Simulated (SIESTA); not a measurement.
A self-consistent single point of CdHgSe2 (Pmm2, 4 atoms in the cell) with SIESTA.

Level of theory: LDA PW92, numerical atomic orbitals DZP, PseudoDojo LDA standard norm-conserving potentials (rewritten from UPF to PSML) (SIESTA).

```yaml
crystal:
  lattice:
    - [4.34241, 0.00000, 0.00000]
    - [0.00000, 4.34241, 0.00000]
    - [0.00000, 0.00000, 6.12844]
  atoms:
    - { symbol: Cd, position: [0.50000, 0.50000, 0.50816] }
    - { symbol: Hg, position: [0.00000, 0.00000, 0.00000] }
    - { symbol: Se, position: [0.00000, 0.50000, 0.25301] }
    - { symbol: Se, position: [0.50000, 0.00000, 0.74699] }
```

Reference input (self-consistent single point, DFT, LDA PW92, numerical atomic orbitals DZP, PseudoDojo LDA standard norm-conserving potentials (rewritten from UPF to PSML)): XC.functional = LDA; XC.authors = PW92; potentials = PseudoDojo LDA standard; PAO.BasisSize = DZP; PAO.EnergyShift = 0.01 Ry; MeshCutoff = 300 Ry; kgrid.MonkhorstPack = 6 6 4; OccupationFunction = MP; OccupationMPOrder = 0; ElectronicTemperature = 100 meV; MaxSCFIterations = 150; SCF.Mixer.Method = Broyden. This run's input differs from it in these lines:

```diff
@@ -31,9 +31,9 @@
 %block kgrid.MonkhorstPack
-    6   0   0  0.0
-    0   6   0  0.0
-    0   0   4  0.0
+   10   0   0  0.0
+    0  10   0  0.0
+    0   0   7  0.0
 %endblock kgrid.MonkhorstPack
 OccupationFunction           MP
-OccupationMPOrder            0
-ElectronicTemperature        100.0 meV
+OccupationMPOrder            1
+ElectronicTemperature        50.0 meV
```

Output (repeated stretches shortened):

```
        iscf     Eharris(eV)        E_KS(eV)     FreeEng(eV)     dDmax    Ef(eV) dHmax(eV)
   scf:    1   -15770.504406   -15847.664162   -15847.664788  0.799087 -0.461032 48.212743
   scf:    2   -15915.596028   -15893.187263   -15893.187282  1.165572 -3.040216  9.752344
   scf:    3   -15896.996268   -15895.343879   -15895.343899  0.203435 -3.278980  4.511717
   scf:    4   -15896.062942   -15895.828831   -15895.828851  0.155254 -3.472566  0.823823
   scf:    5   -15895.837962   -15895.838298   -15895.838317  0.043847 -3.647254  0.294312
   [... 3 lines left out ...]
   scf:    9   -15895.842592   -15895.842591   -15895.842611  0.000315 -3.637595  0.001362
   scf:   10   -15895.842591   -15895.842591   -15895.842611  0.000085 -3.637497  0.001634
   scf:   11   -15895.842591   -15895.842591   -15895.842611  0.000044 -3.637512  0.001265
   scf:   12   -15895.842591   -15895.842591   -15895.842612  0.000039 -3.637534  0.000881
SCF Convergence by DM+H criterion
max |DM_out - DM_in|         :     0.0000386634
max |H_out - H_in|      (eV) :     0.0008805345
SCF cycle converged after 12 iterations

Using DM_out to compute the final energy and forces

siesta: E_KS(eV) =           -15895.8426

siesta: E_KS - E_eggbox =    -15895.8426

siesta: Atomic forces (eV/Ang):
     1   -0.000000    0.000000   -0.354267
     2   -0.000000    0.000000    0.090480
     3   -0.000000    0.000000   -0.037774
     4    0.000000    0.000000    0.300086
   Tot   -0.000000    0.000000   -0.001475
   Max    0.354267
   Res    0.136982    sqrt( Sum f_i^2 / 3N )
   Max    0.354267    constrained

Stress tensor Voigt[x,y,z,yz,xz,xy] (kbar):       49.88       42.06       52.06       -0.00       -0.00        0.00
(Free)E + p*V (eV/cell)   -15899.3049
   [... lines left out ...]
siesta: FreeEng =    -15895.842612
   [... lines left out ...]
siesta:     0.031135    0.000000    0.000000
siesta:     0.000000    0.026255   -0.000000
siesta:    -0.000000   -0.000000    0.032493

siesta: Cell volume =        115.561102 Ang**3

siesta: Pressure (static):
siesta:                Solid            Molecule  Units
siesta:          -0.00032631         -0.00033308  Ry/Bohr**3
siesta:          -0.02996077         -0.03058189  eV/Ang**3
siesta:         -48.00244257        -48.99758228  kBar
```

The run converged in 12 iterations. Against the reference run the free energy drops by 1.2 meV/atom, the pressure moves little (-4.78 to -4.80 GPa) and the largest force stays at 0.354 eV/Å.

The starting cell comes from a database of computed structures (which also holds hypothetical and non-ambient phases and stackings), without a prior relaxation at this level. Its lattice was rescaled by up to half a per cent. One atom was moved a little off its site on purpose. Values carry the incompleteness of an atom-centred basis. With a pressure of about -5 GPa the cell is away from its equilibrium volume at this level. The run gives no clean gap (levels at the Fermi energy touch, overlap or are partly filled at this smearing), which alone does not show that the compound is a metal.

Cost on one core of a shared machine: roughly 60 s.
